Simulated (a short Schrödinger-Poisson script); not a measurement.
Structure: MOS inversion layer, SiO2 on p-type Si(110), at 300 K.

From the gate side: 3.8 nm SiO2; 240 nm Si, acceptors 3.3e18 cm⁻³.

Constants are typed, rounded textbook-type inputs, not results; the design itself was drawn at random and stands for no fabricated device. SiO2: permittivity 3.9, conduction-band edge (eV) 3.15, gap (eV) 9, electron mass (mₑ) 0.5. Si: permittivity 11.7, conduction-band edge (eV) 0, gap (eV) 1.124, Nv at 300 K (cm⁻³) 3.1e19.

Channel valleys (confinement mass, in-plane density-of-states mass, number): Δ4 0.315, 0.324, 4; Δ2 0.19, 0.417, 2. At the gate the conduction-band edge of layer 1 lies 3.64 eV − eVg above the Fermi level of the channel; the field vanishes at the back. Gaps are held at their typed values at every temperature. Mesh 0.03 nm at interfaces.

Solved with a short Schrödinger-Poisson script written for these runs: 1D Poisson equation in equilibrium, electrons quantum, Hartree (BenDaniel-Duke, 12 states a valley, the channel's in-plane mass for all, wave functions ending at the dielectric), parabolic valleys, classical holes, full ionisation, no traps, pinning or gate leakage.

```
Vg (V)  electrons (cm⁻²)  C (μF/cm²)  Δ4 E0 (meV from the Fermi level)  Δ2 E0 (meV from the Fermi level)
------  ----------------  ----------  --------------------------------  --------------------------------
1.8              2.31e10       0.366                             168.4                             212.9
1.95             2.60e11       0.585                             105.5                             151.4
2.1              7.92e11       0.708                              76.2                             123.3
2.25             1.44e12       0.752                              60.1                             108.5
2.4              2.13e12       0.773                              49.3                              98.8
2.55             2.85e12       0.786                              41.1                              91.8
2.7              3.58e12       0.794                              34.5                              86.3
2.85             4.32e12       0.800                              29.0                              81.8
3                5.07e12       0.805                              24.1                              78.1
3.15             5.83e12       0.808                              19.8                              74.8
3.3              6.58e12       0.811                              15.9                              72.0
3.45             7.35e12       0.814                              12.4                              69.5
3.6              8.11e12       0.816                               9.1                              67.2
3.75             8.88e12       0.819                               6.0                              65.1
3.9              9.65e12       0.820                               3.1                              63.2
```

Gate voltages with under 1e9 electrons/cm² are left out.

**Question.** At Vg = 3.9 V the lowest Δ4 subband lies at 3.1 meV from the Fermi level. How many electrons does it hold, and what share of all?

**Answer.** The two-dimensional density of states is g m/(πħ²) = 5.41e11 cm⁻² meV⁻¹ (both spins), kT = 25.9 meV, so n = D kT ln(1 + exp(−E/kT)) = 8.89e12 cm⁻², 0.92 of the 9.65e12 cm⁻² in all.

**Question.** Compare the slope of the sheet density between 3.6 and 3.9 V with the geometric capacitance of the layers between gate and channel.

**Answer.** q Δn/ΔV = 0.822 μF/cm²; ε0/Σ(t/ε) = 0.909 μF/cm². The ratio is 0.91: the channel acts as a further capacitance in series.
